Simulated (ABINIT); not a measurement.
# Pressure against volume in Cu3Au-type Pt3Ti (space group 221) (ABINIT, PBE)

```
CELL_PARAMETERS angstrom
      3.85030     0.00000     0.00000
      0.00000     3.85030     0.00000
      0.00000     0.00000     3.85030
ATOMIC_POSITIONS crystal
  Ti 0.00000 0.00000 0.00000
  Pt 0.00000 0.50000 0.50000
  Pt 0.50000 0.00000 0.50000
  Pt 0.50000 0.50000 0.00000
```

Level of theory: PBE, norm-conserving pseudopotentials (PseudoDojo nc-sr-05 PBE standard) (plane waves; ABINIT). Settings: pseudos = [Ti.upf, Pt.upf]; ecut = 55 Ha; occopt = 3; tsmear = 0.05 eV; ngkpt = 9 9 9; nshiftk = 1; shiftk = 0 0 0; potentials = PseudoDojo nc-sr-05 PBE standard; nband = 42; kptopt = 1; nstep = 100; tolvrs = 1e-10. The cell above is the first row's. The rows scale it uniformly. In all rows fractional positions and the k mesh are held.

| V (Å^3/atom) | P (GPa) |
|---|---|
| 14.2700 | ? |
| 14.5802 | 14.06 |
| 14.8904 | 7.96 |
| 15.2006 | 2.56 |
| 15.5108 | -2.22 |
| 15.8211 | -6.45 |
| 16.1313 | -10.19 |
| 16.4415 | -13.49 |
| 16.7517 | -16.40 |

Problem. Fit P against V with a cubic, and predict the withheld value at V = 14.2700.

Solution. With u = V - 15.7, the rows have u = -1.1198, -0.8096, -0.4994, -0.1892, 0.1211, 0.4313, 0.7415, 1.0517. Least squares gives P = -4.867 - 13.4385·u + 2.7071·u² - 0.3418·u³. Residuals (row less fit): 0.004, -0.009, -0.002, 0.005, 0.005, -0.003, -0.007, 0.004; standard error 0.008 (degrees of freedom: 4). The fitted pressure is zero at V0 = 15.36, where dP/dV = -15.39, so B0 = -V0·dP/dV = 236 GPa. At the withheld row, u = -1.4300, so P = -4.867 - 13.4385 × (-1.4300) + 2.7071 × (-1.4300)² - 0.3418 × (-1.4300)³ = 20.885 GPa. The calculation gives 20.95 GPa, 0.065 GPa above the prediction (0.2 % of the range of P in the table). The row lies outside the fitted rows, so this is an extrapolation. From the scatter of the fitted rows alone, a prediction at this place has a standard error of 0.020 GPa, so the miss is 3.2 times that.

Carrying the step between the two nearest rows on in a straight line would have given 20.16, off by 0.79; series whose last step already gives the withheld value aren't shown. The scan was laid around a cell of about the measured size, scaled by a guess for this functional. The runs keep the symmetry of the cell, so they don't test it for distortions. Spin polarisation is off. Spin-orbit coupling is off. Cutoffs and mesh are single choices, not tested for convergence of this quantity. Series with a scatter that would blur these digits, or in which a gap closes, are not shown.

Terms beyond the fitted order, or numerical noise in single rows, can give a miss of this size; the table doesn't tell which.
